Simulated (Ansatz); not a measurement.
Consider BAs in the zinc blende structure (space group F-43m, No. 216; a = 4.7677 Å).

It is then changed as follows: P takes the place of As on all its sites, then cell and atoms are relaxed.

Levels (all Ansatz, an electronic-structure program, PAW, earlier PAW set): PBEsol (420 eV, scalar-relativistic without spin-orbit coupling); HSE06 (420 eV, without spin-orbit coupling).

The geometry is relaxed with PBEsol.

| Item | Value |
|---|---|
| PBEsol lowest conduction level above the VBM at special points | X 1.21 eV; K 2.02 eV; U 2.02 eV; Γ 3.38 eV |

With HSE06 at the same geometry, the lowest conduction level above the VBM at special points goes from X 1.21 eV; K 2.02 eV; U 2.02 eV; Γ 3.38 eV to X 2.04 eV; K 2.92 eV; U 2.92 eV; Γ 4.36 eV.

Single points use the geometry relaxed with PBEsol. HSE06 gaps are upper bounds (no full band path). The levels and masses belong to the bands next to the band gap. Whether these cells are dynamically stable was not tested.
